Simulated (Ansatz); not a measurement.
## WSi (model structure, started from the NiAs type, P6₃/mmc, No. 194, 4 atoms in the cell)

These are PBE-D3(BJ) in Ansatz (PAW) values and carry that method's errors.

Run with plane-wave cutoff 500 eV, 12×12×8 k mesh (along the axes of the cell as run), Fermi–Dirac smearing 0.05 eV, no spin polarisation, scalar-relativistic PAW data made under PBE.

Cell (relaxed at this level):

```cif
data_Si2W2
_chemical_formula_sum 'W2 Si2'
_space_group_name_H-M_alt 'P63/mmc'
_space_group_IT_number 194
_space_group_name_Hall '-P 6c 2c'
_cell_length_a 3.09482
_cell_length_b 3.09482
_cell_length_c 7.02820
_cell_angle_alpha 90.000
_cell_angle_beta 90.000
_cell_angle_gamma 120.000
loop_
_atom_site_label
_atom_site_type_symbol
_atom_site_symmetry_multiplicity
_atom_site_Wyckoff_symbol
_atom_site_fract_x
_atom_site_fract_y
_atom_site_fract_z
_atom_site_occupancy
W1 W 2 a 0.00000 0.00000 0.00000 1
Si1 Si 2 c 0.33333 0.66667 0.25000 1
```

* **band gap**: zero (no gap)

Note: the relaxation could raise the start's symmetry but not lower it, so the cell can be a saddle point.

Spin–orbit coupling is not included.

The computed numbers hold no vibrational or temperature effects.

A model structure was made by putting elements into a prototype or built by hand; it is no filed structure, need not be a known phase, and can be a saddle point held by its symmetry.

Ansatz is a quantum-chemistry and plane-wave program.
